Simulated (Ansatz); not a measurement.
Subject: the energy of the reaction as written. Reaction: cell B → cell A. A negative value means that the right-hand side lies lower.

Cell A: a sheet of composition Ca2, 2 atoms, hexagonal cell of 3.93 Å (13.4 Å²), symmetry P-3m1, 3.0 Å thick under 14 Å of vacuum, in-plane vectors relaxed; planes from bottom to top: Ca × 2; a model cell; spin state with PBE: run without spin, k-point mesh 12×12×1.
```xyz
2
Lattice="3.9265 0.0000 0.0000 -1.9633 3.4005 0.0000 0.0000 0.0000 17.2429" Properties=species:S:1:pos:R:3 pbc="T T T"
Ca     0.0000     2.2670    10.1271
Ca     1.9633     1.1335     7.1158
```

Cell B: a sheet of composition Ca2, 2 atoms, hexagonal cell of 6.66 Å (38.4 Å²), symmetry P6/mmm, 0.0 Å thick under 16 Å of vacuum, in-plane vectors relaxed; planes from bottom to top: Ca2, all atoms in one plane; a model cell; spin state with PBE: run without spin, k-point mesh 12×12×1.
```
CELL_PARAMETERS angstrom
      6.65656     0.00000     0.00000
     -3.32828     5.76475     0.00000
      0.00000     0.00000    16.00000
ATOMIC_POSITIONS crystal
  Ca 0.33333 0.66667 0.50000
  Ca 0.66667 0.33333 0.50000
```

Computed with Ansatz (plane waves, PAW), its default PAW set, cutoff 420 eV, 500 eV for r2SCAN. The structures are at rest with PBE; other levels are single points on them. Neutral cells; Fermi-Dirac smearing of at most 0.10 eV in the solids, energies taken to zero width. The lattices are those relaxed with PBE, so at other levels the solids can be strained, which adds to the spread. A dispersion term (D3(BJ), or D4 for r2SCAN) was computed beside these levels and is taken off wherever the name lacks it. Static lattices, no vibrational contributions. The cells' k-point meshes differ in density, so the last digit is unsettled. Cell A has symmetry P-3m1 and got no random move, so less symmetric positions, which may lie lower, weren't tried. Cell B has symmetry P6/mmm and got no random move, so less symmetric positions, which may lie lower, weren't tried.

Question: What is the computed value (r2SCAN)?

Answer: -2.02 eV, for cell B → cell A.

Question: What do the other levels give, and how wide is the spread?

Answer: 
| Functional | value (eV) | less r2SCAN |
|---|---|---|
| PBE | -1.87 | 0.15 |

The levels span 0.15 eV, from r2SCAN (-2.02) to PBE (-1.87).

Ansatz is a quantum-chemistry and plane-wave program.
